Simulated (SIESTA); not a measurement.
A self-consistent single point of Y6CoBi2 (P-62m, 9 atoms in the cell) with SIESTA.

Computed with GGA PBEsol, numerical atomic orbitals DZP, PseudoDojo PBEsol standard norm-conserving potentials (rewritten from UPF to PSML) in SIESTA.

```xyz
9
Lattice="8.4214 0.0000 0.0000 -4.2107 7.2931 0.0000 0.0000 0.0000 4.1170" Properties=species:S:1:pos:R:3 pbc="T T T"
Y      1.9546     0.0000     0.0000
Y      3.2334     5.6004     0.0000
Y     -0.9773     1.6927     0.0000
Y     -2.5482     4.4136     2.0585
Y      5.0963     0.0000     2.0585
Y      1.6625     2.8795     2.0585
Co     0.0000     0.0000     2.0585
Bi     0.0000     4.8621     0.0000
Bi     4.2107     2.4310     0.0000
```

Reference input (self-consistent single point, DFT, GGA PBEsol, numerical atomic orbitals DZP, PseudoDojo PBEsol standard norm-conserving potentials (rewritten from UPF to PSML)): XC.functional = GGA; XC.authors = PBEsol; potentials = PseudoDojo PBEsol standard; PAO.BasisSize = DZP; PAO.EnergyShift = 0.01 Ry; MeshCutoff = 350 Ry; kgrid.MonkhorstPack = 3 3 5; OccupationFunction = MP; OccupationMPOrder = 0; ElectronicTemperature = 3156.43 K; MaxSCFIterations = 150; SCF.Mixer.Method = Pulay. This run's input differs from it in these lines:

```diff
@@ -48,3 +48,6 @@
 SCF.Mixer.History            8
-SCF.DM.Tolerance             1.0E-04
+SCF.DM.Converge              false
+SCF.H.Converge               false
+SCF.FreeE.Converge           true
+SCF.FreeE.Tolerance          1.0E-01 eV
 Diag.ParallelOverK           true
```

The program printed (abridged):

```
        iscf     Eharris(eV)        E_KS(eV)     FreeEng(eV)     dDmax    Ef(eV) dHmax(eV)
   scf:    1   -14989.260922   -15175.712325   -15176.041341  1.684568 -3.849369 65.507560
   scf:    2   -14666.525737   -15117.808038   -15118.297885  0.704234 -4.359289 91.214889
   scf:    3   -15275.772407   -15210.763599   -15211.178954  0.664472 -4.262301 51.469634
   scf:    4   -15276.519070   -15252.274117   -15252.679943  0.194826 -4.260575 18.279302
   scf:    5   -13860.362592   -14823.878324   -14824.112810  1.861033 -3.651406149.176207
   [... 5 lines left out ...]
   scf:   11   -15259.995348   -15259.289141   -15259.703817  0.034758 -4.350779  4.435127
   scf:   12   -15259.618621   -15259.467065   -15259.881664  0.011261 -4.346933  3.244527
   scf:   13   -15259.688324   -15259.673692   -15260.088078  0.031997 -4.336487  0.095595
   scf:   14   -15259.541075   -15259.627987   -15260.042385  0.015043 -4.341442  1.522830
SCF Convergence by FreeE criterion
|FreeE_i-FreeE_(i-1)| (eV) <     0.10000000
max |DM_out - DM_in|         :     0.0150434508
max |H_out - H_in|      (eV) :     1.5228297614
SCF cycle converged after 14 iterations

Using DM_out to compute the final energy and forces

siesta: E_KS(eV) =           -15259.6280

siesta: E_KS - E_eggbox =    -15259.6280

siesta: Atomic forces (eV/Ang):
     1   -0.017037   -0.000010    0.000000
     2    0.008521    0.014759    0.000000
     3    0.008510   -0.014760    0.000000
     4    0.020656   -0.035780   -0.000000
     5   -0.041314   -0.000001   -0.000000
     6    0.020665    0.035793   -0.000000
     7   -0.000003   -0.000005   -0.000000
     8    0.000011   -0.000003    0.000000
     9   -0.000008    0.000008    0.000000
   Tot    0.000000   -0.000000   -0.000000
   Max    0.041314
   [... lines left out ...]
siesta: FreeEng =    -15260.042385
siesta: Cell volume =        252.858814 Ang**3
siesta:         -37.35601517        -36.84888591  kBar
   [... lines left out ...]

mulliken: Qtot =      113.000

Mulliken Atomic Populations:
Atom #   charge [q] valence [e]  Species
     1    -0.132346   11.132346  Y
     2    -0.132352   11.132352  Y
     3    -0.132346   11.132346  Y
     4     0.192371   10.807629  Y
     5     0.192371   10.807629  Y
     6     0.192374   10.807626  Y
     7     0.316086   16.683914  Co
     8    -0.248079   15.248079  Bi
     9    -0.248079   15.248079  Bi
 Total     0.000000
```

The run converged in 14 iterations. Against the reference run the free energy rises by 5.2 meV/atom, the pressure hardly changes (-3.81 to -3.74 GPa) and the largest force goes from 0.191 to 0.041 eV/Å.

The starting cell comes from a database of computed structures (which also holds hypothetical and non-ambient phases and stackings), without a prior relaxation at this level. Spin polarisation is off. Values carry the incompleteness of an atom-centred basis. With a pressure of about -4 GPa the cell is away from its equilibrium volume at this level.

Cost on one core of a shared machine: roughly 2 min.
